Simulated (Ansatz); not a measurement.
Given:

```
Al2O3
1.0
    4.80503     0.00000     0.00000
   -2.40252     4.16128     0.00000
    2.40251     1.38709     4.37208
Al O
4 6
Cartesian
  2.40251   4.16128   1.93989
  2.40251   1.38709   2.43219
  0.00000   2.77419   0.24615
  4.80503   2.77419   4.12593
  3.13802   2.88734   3.27906
  1.66701   2.66103   1.09302
  5.54054   1.27393   3.27906
 -0.73551   4.27444   1.09302
  0.93150   4.16128   3.27906
  3.87353   1.38709   1.09302
```

Space group of this cell: R-3c, corundum. The cell is taken as given; by r2SCAN its mean pressure is -6.9 GPa.

Level of theory: r2SCAN (plane waves, PAW; Ansatz, a program for electronic structure).

The current runs along the normal of the first two printed vectors; no spin-orbit coupling. Scaled by the factor s: all lengths (ions clamped). The meshes follow the cell: 10×10×10 and 12×12 across at s = 0.98, 8×8×8 and 12×12 across at s = 1.00, 8×8×8 and 12×12 across at s = 1.02.

```json
[
 {"s": "0.98", "mean pressure (GPa)": "8.8", "slowest mid-gap decay constant κ (1/Å)": "?"},
 {"s": "1.00", "mean pressure (GPa)": "-6.9", "slowest mid-gap decay constant κ (1/Å)": "0.392"},
 {"s": "1.02", "mean pressure (GPa)": "-19.0", "slowest mid-gap decay constant κ (1/Å)": "0.362"}
]
```

Take the slope of the slowest mid-gap decay constant κ against ln s from the two given rows, extrapolate to s = 0.98, and say what the run there gives.

Slope = (0.362 − 0.392) / ln 1.02 = -1.51 1/Å. The line gives 0.392 + (-1.51) × ln 0.98 = 0.423 1/Å. The run gives 0.423 1/Å, as the line does.
